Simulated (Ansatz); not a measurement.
**Si in the diamond structure (space group Fd-3m, No. 227)**

Space group Fd-3m, origin choice 1 (No. 227); a = 5.4703 Å, b = 5.4703 Å, c = 5.4703 Å, α = 90.00°, β = 90.00°, γ = 90.00°

| atom | site | symmetry | x | y | z |
|---|---|---|---|---|---|
| Si | 8a | -43m | 0.0000 | 0.0000 | 0.0000 |
(The calculation used a cell of 2 atoms; values per cell refer to that cell.)

Computed with plane-wave PAW DFT at the PBE level (Ansatz, an electronic-structure program, 420 eV), no spin-orbit coupling. Γ-centred 10×10×10 mesh, Fermi–Dirac width 0.05 eV.

```yaml
volume_per_atom: 20.46 Å³
density: 2.28 g/cm³
band_gap: 0.61 eV, indirect, Γ → Γ–X (87 % along)
electron_mass: 0.94 mₑ along k, 0.20 mₑ across
Hole mass (degenerate bands, along [100]): 0.16, 0.27, 0.27 mₑ
Lowest conduction-band minima above the VBM: a point along ⟨100⟩, about 1.0 Å⁻¹ from Γ 0.61 eV; L along ⟨111⟩ 1.46 eV
total_energy: -635.810 eV/atom (σ→0; compares only within this code and set-up)
```

Masses are band curvatures over ±0.01 Å⁻¹ around the edge. Along k means along the line from Γ to the band edge. Stability against distortions was not tested.
